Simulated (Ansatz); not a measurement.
**Effect of biaxial strain −4.97 %, plane normal [111], relaxed out of plane on Al**

The reference is Al in the fcc (Cu type) structure (space group Fm-3m, No. 225; a = 3.992 Å; relaxed with 0.1 eV smearing). Axes: x, y, z lie along the cube axes.

The change: biaxial strain −4.97 %, plane normal [111], relaxed out of plane (Cartesian); in-plane vectors clamped, the third vector and the atoms free.

Calculations: r2SCAN in Ansatz (plane waves to 500 eV, PAW, no SOC), earlier PAW set. Settings: 28×28×28 k-points, 0.1 eV Fermi–Dirac smearing.

The volume per atom decreases by 0.99 Å³ to 14.92 Å³ and the shortest interatomic distance decreases by 0.140 Å, from 2.823 Å to 2.683 Å. The energy goes up by 52 meV/atom and the pressure (mean of the normal stresses, compression positive) goes from zero to 8.2 GPa. The band gap remains zero and the out-of-plane strain amounts to +3.85 %. The ratio −ε⊥/ε∥ comes out as 0.78 and the mean in-plane stress (compression positive) amounts to +12.3 GPa.

Final structure (turned so that z lies along the plane normal):

```yaml
crystal:
  lattice:
    - [2.68272, 0.00000, 0.00000]
    - [1.34136, 2.32330, 0.00000]
    - [1.34136, -0.77443, 2.39381]
  atoms:
    - { symbol: Al, position: [0.00000, 0.00000, 0.00000] }
```

No phonon test of stability was made.

Ansatz is an electronic-structure program.
